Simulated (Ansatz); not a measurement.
Consider PbSe in the rock salt structure (space group Fm-3m, No. 225; a = 6.2178 Å).

The values are results of PBE (Ansatz, a first-principles code, PAW, no SOC), not measurements.

Base values:

Valley order: L along ⟨111⟩ 0.43 eV; a point along ⟨110⟩, about 0.6 Å⁻¹ from Γ 1.22 eV; a point along ⟨100⟩, about 0.4 Å⁻¹ from Γ 1.95 eV
Pressure: -0.01 GPa

The change: the cell is scaled by 1.0200 in all directions; the atoms relax in the strained cell.

Predict the new valley order.

The valley order (the lowest conduction-band minima on the path, energy above the VBM, named in the base's zone) becomes L along ⟨111⟩ 0.59 eV; a point along ⟨110⟩, about 0.6 Å⁻¹ from Γ 1.32 eV; a point along ⟨100⟩, about 0.4 Å⁻¹ from Γ 2.01 eV (base: L along ⟨111⟩ 0.43 eV; a point along ⟨110⟩, about 0.6 Å⁻¹ from Γ 1.22 eV; a point along ⟨100⟩, about 0.4 Å⁻¹ from Γ 1.95 eV).

How does this affect the energy relative to the base?

The energy rises by 15 meV/atom.

What happens to the pressure?

The pressure falls by 2.42 GPa, from -0.01 GPa to -2.43 GPa.

With Pb present, leaving out spin-orbit coupling can change the band edges. The levels and masses belong to the bands next to the band gap. Stability against distortions was not tested.
